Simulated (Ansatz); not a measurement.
The reference is GaAs in the zinc blende structure (space group F-43m, No. 216; a = 5.666 Å).

The values are results of r2SCAN (Ansatz, a first-principles code, PAW, scalar-relativistic without spin-orbit coupling), earlier PAW set, not measurements.

Before the change:

- Width of the top valence band: 3.40 eV
- Band gap: 0.97 eV

It is then changed as follows: a negative pressure, −1 GPa.

**Question.** Predict the new width of the top valence band.

**Answer.** The width of the top valence band falls by 0.07 eV (3.40 eV → 3.33 eV).

**Question.** Estimate the effect on the band gap.

**Answer.** The band gap drops by 0.11 eV (0.97 eV → 0.86 eV).

Load acts through the strain it causes; cell and atoms are relaxed under it. No phonon test of stability was made.
